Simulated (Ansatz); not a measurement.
Effect of biaxial strain +0.42 %, plane normal [001], relaxed out of plane on NiO

The reference is NiO in the rock salt structure (space group Fm-3m, No. 225; a = 4.189 Å; ferromagnetic). Axes: x, y, z lie along the cube axes.

One thing is altered: biaxial strain +0.42 %, plane normal [001], relaxed out of plane (Cartesian); in-plane vectors clamped, the third vector and the atoms free.

Method: r2SCAN (Ansatz, a program for electronic structure), no spin-orbit coupling. k-mesh 13×13×13 (Γ-centred); smearing 0.05 eV (Fermi–Dirac).

| quantity | base | changed | shift |
|---|---|---|---|
| space group | Fm-3m (No. 225) | I4/mmm (No. 139) | – |
| shortest interatomic distance | 2.094 Å | 2.088 Å | -0.006 Å |
| energy relative to the base (free energy F) | 0 meV/atom | +0.4 meV/atom | +0.4 meV/atom |
| pressure (mean of the normal stresses, compression positive) | 0.00 GPa | -1.16 GPa | -1.16 GPa |
| band gap | 0.82 eV | 0.80 eV | -0.02 eV |
| gap character | – | indirect, N → Γ | – |
| smallest direct gap | 1.71 eV | 1.72 eV | +0.003 eV |
| magnetic state | ferromagnetic | ferromagnetic | – |
| largest site moment | 1.67 μB | 1.67 μB | 0.00 μB |
| out-of-plane strain | – | -0.28 % | – |
| mean in-plane stress (compression positive) | – | -1.7 GPa | – |

Whether these cells are dynamically stable was not tested. No Hubbard U is applied and the magnetic state is the run's own (NiO ferromagnetic); small cells can't hold the antiferromagnetic order that many such compounds have, so gaps and moments can be off. Where the two band edges lie in opposite spin channels, the gap is a spin-flip gap. In its common phase, real NiO is an antiferromagnetic insulator at low temperature. Labels are those of the standard path for the cell's own space group.
